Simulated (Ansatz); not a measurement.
# What biaxial strain −2.00 %, plane normal [001], relaxed out of plane does to CaSe

Consider CaSe in the rock salt structure (space group Fm-3m, No. 225; a = 5.8685 Å). Axes: x, y, z lie along the cube axes.

It is then changed as follows: biaxial strain −2.00 %, plane normal [001], relaxed out of plane (Cartesian); in-plane vectors clamped, the third vector and the atoms free.

Computed with PBEsol in Ansatz (plane waves to 420 eV, PAW, without spin-orbit coupling). Γ-centred 10×10×10 mesh, Fermi–Dirac width 0.05 eV.

| quantity | base | changed | shift |
|---|---|---|---|
| volume per atom | 25.26 Å³ | 24.42 Å³ | -0.84 Å³ |
| space group | Fm-3m (No. 225) | I4/mmm (No. 139) | – |
| energy relative to the base (free energy F) | 0 meV/atom | +8.9 meV/atom | +8.9 meV/atom |
| pressure (mean of the normal stresses, compression positive) | 0.00 GPa | 1.99 GPa | +1.995 GPa |
| band gap | 1.88 eV | 1.78 eV | -0.10 eV |
| gap character | – | indirect, Γ → X | – |
| smallest direct gap | 2.85 eV | 2.73 eV | -0.12 eV |
| valence-band top at Γ (three highest levels, from the VBM) | 0.00, 0.00, 0.00 eV | 0.00, 0.00, -0.03 eV | – |
| valley order (the lowest conduction-band minima on the path, energy above the VBM, named in the base's zone) | X along ⟨100⟩ 1.88 eV; Γ 3.31 eV | X along [100] 1.78 eV; X along [001] 1.79 eV; Γ 3.44 eV | – |
| out-of-plane strain | – | +0.65 % | – |
| ratio −ε⊥/ε∥ | – | 0.32 | – |
| mean in-plane stress (compression positive) | – | +3.0 GPa | – |

Final structure (turned so that z lies along the plane normal):

```xyz
2
Lattice="4.0667 0.0000 0.0000 0.0000 4.0667 0.0000 2.0333 -2.0333 2.9533" Properties=species:S:1:pos:R:3 pbc="T T T"
Ca     0.0000     0.0000     0.0000
Se     2.0333     2.0333     0.0000
```

Stability against distortions was not tested. k-point labels follow each cell's own Brillouin zone.

Ansatz is an electronic-structure program.
